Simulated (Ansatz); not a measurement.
AlCl₃ (C2/m, No. 12), treated with PBEsol in Ansatz (PAW).

Settings: plane-wave cutoff 500 eV, 8×8×8 k mesh, gaussian smearing 0.02 eV, scalar-relativistic PAW data made under PBE.

Cell (relaxed at this level):

```
AlCl3
1.0
    2.96698    -5.13828     0.00354
    2.96698     5.13828     0.00354
   -1.90182     0.00000     6.34447
Al Cl
2 6
Direct
  0.83336   0.16664   0.00000
  0.16664   0.83336   0.00000
  0.79264   0.79264   0.79048
  0.20736   0.20736   0.20952
  0.56682   0.92615   0.20932
  0.43318   0.07385   0.79068
  0.07385   0.43318   0.79068
  0.92615   0.56682   0.20932
```

Question: Predict the band gap.

Answer: 
band gap: 5.33 eV (on the SCF k mesh)

Note: the cell comes from a level without a dispersion term, which matters for the spacing of layers, chains or molecules; the volume lies 10 % above that of the published cell; the cell has widely spaced layers and the level no dispersion term, so their spacing and the moduli can rest on weak binding.

Computed values are for the static lattice.

Ansatz is a first-principles code.
